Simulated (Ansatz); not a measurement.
**WSi2: energy against strain**

WSi2 (MoSi2 type, I4/mmm, 13.144 Å³/atom at rest, c along z) under an equal strain ε in the (001) plane with the normal axis free, as in a coherent film. LDA in Ansatz, a plane-wave DFT program (PAW, default set), 420 eV, 25×25×25 Γ-centred mesh, Fermi-Dirac smearing 0.10 eV; ions are relaxed within the symmetry of each cell.

Here s stands for strain and y for E less E0.

| strain (%) | E less E0 (meV/atom) |
|---|---|
| -3.00 | ? |
| -1.50 | 10.46 |
| -1.00 | 4.61 |
| -0.50 | 1.15 |
| 0.00 | 0.00 |
| 0.50 | 1.09 |
| 1.00 | 4.35 |
| 1.50 | 9.70 |

Problem. Fit y against s with a parabola, and predict the withheld value at s = -3.00.

Solution. Least squares gives y = 0.000 - 0.2043·s + 4.4800·s². Residuals (row less fit): 0.074, -0.074, -0.072, 0.000, 0.072, 0.074, -0.074; standard error 0.090 (degrees of freedom: 4). Twice the quadratic coefficient over the volume, 2 × 4.4800 meV × 10⁴ × 0.1602 / 13.144 Å³, is twice the biaxial elastic modulus of this plane = 1092 ± 10 GPa. At the withheld row, y = 0.000 - 0.2043 × (-3.0) + 4.4800 × (-3.0)² = 40.933 meV/atom. The calculation gives 43.02 meV/atom, 2.087 meV/atom above the prediction (4.9 % of the range of y in the table). The row lies outside the fitted rows, so this is an extrapolation. From the scatter of the fitted rows alone, a prediction at this place has a standard error of 0.343 meV/atom, so the miss is 6.1 times that.

One order more, fitted to all 13 runs of the series, follows each within 0.01, so the miss is the next term of a smooth law. In a metal these values are sensitive to mesh and smearing; energies are taken to zero smearing, stresses follow the free energy. Rows are the converged runs of the series near zero and its far end; series whose fitted rows scatter by over a few per cent of the range, as at a crossing or softening among them, aren't shown in this form. Most that stay on the fit to the last digits aren't either.
